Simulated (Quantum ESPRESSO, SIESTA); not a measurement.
A Quantum ESPRESSO input for a self-consistent single point of Mg2Cu (P1, 6 atoms in the cell) (DFT, PBEsol, plane waves, SSSP 1.1.2 efficiency (PBE) pseudopotentials):

```fortran
&control
    calculation = 'scf'
    prefix = 'pwscf'
    outdir = './out'
    pseudo_dir = './'
    tprnfor = .true.
    tstress = .true.
/
&system
    ibrav = 0
    nat = 6
    ntyp = 2
    ecutwfc = 50
    ecutrho = 400
    occupations = 'smearing'
    smearing = 'fermi-dirac'
    degauss = 0.0073499
    input_dft = 'pbesol'
/
&electrons
    conv_thr = 1e-10
    mixing_beta = 0.3
/
ATOMIC_SPECIES
Mg    24.3050  Mg.pbe-n-kjpaw_psl.0.3.0.UPF
Cu    63.5460  Cu_pbe_v1.2.uspp.F.UPF
CELL_PARAMETERS angstrom
  -3.195270000     3.201470000     2.594915000
   3.195270000    -3.201470000     2.594915000
   3.195270000     3.201470000    -2.594915000
ATOMIC_POSITIONS crystal
Mg    0.667663000    0.834757000    0.500183000
Mg    0.341755000    0.166804000    0.504455000
Mg    0.827216000    0.333987000    0.164174000
Mg    0.174648000    0.666296000    0.845353000
Cu    0.739204000    0.752651000   -0.004229000
Cu    0.249515000    0.245506000   -0.009936000
K_POINTS automatic
5 5 5  0 0 0
```

Give the SIESTA input for the same structure, mesh, smearing and functional.

One input that does it (others would too):

```
# files in the folder: Mg.psml Cu.psml (PseudoDojo PBEsol standard)
SystemName  Mg2Cu
SystemLabel siesta

NumberOfAtoms                6
NumberOfSpecies              2
%block ChemicalSpeciesLabel
  1 12 Mg
  2 29 Cu
%endblock ChemicalSpeciesLabel
LatticeConstant              5.214666 Ang
%block LatticeVectors
    -0.612746818    0.613935773    0.497618639
     0.612746818   -0.613935773    0.497618639
     0.612746818    0.613935773   -0.497618639
%endblock LatticeVectors
AtomicCoordinatesFormat      Ang
%block AtomicCoordinatesAndAtomicSpecies
     2.132130180    1.066374441    2.600719825  1
     1.052854246    2.175097927    0.010649531  1
    -1.051419570    2.104655982    2.587205508  1
     4.272079185    1.132375946   -0.011440980  1
     0.029453999   -0.056589184    3.882210813  2
    -0.044558040   -0.018975113    1.310320494  2
%endblock AtomicCoordinatesAndAtomicSpecies

XC.functional                GGA
XC.authors                   PBEsol
PAO.BasisSize                DZP
PAO.EnergyShift              0.005 Ry
MeshCutoff                   400 Ry
%block kgrid.MonkhorstPack
    5   0   0  0.0
    0   5   0  0.0
    0   0   5  0.0
%endblock kgrid.MonkhorstPack
OccupationFunction           FD
ElectronicTemperature        0.1 eV

MaxSCFIterations             150
SCF.Mixer.Method             Pulay
SCF.Mixer.Weight             0.25
SCF.Mixer.History            8
SCF.DM.Tolerance             1.0E-04
Diag.ParallelOverK           true
WriteForces                  true
Charge.Mulliken              end
```

Basis, cutoffs, solver keys and any potentials are the target program's own. This input uses DFT, GGA PBEsol, numerical atomic orbitals DZP, PseudoDojo PBEsol standard norm-conserving potentials (rewritten from UPF to PSML).

The starting cell comes from a database of computed structures (which also holds hypothetical and non-ambient phases and stackings), without a prior relaxation at this level. For this run, on top of that: atoms moved at random.
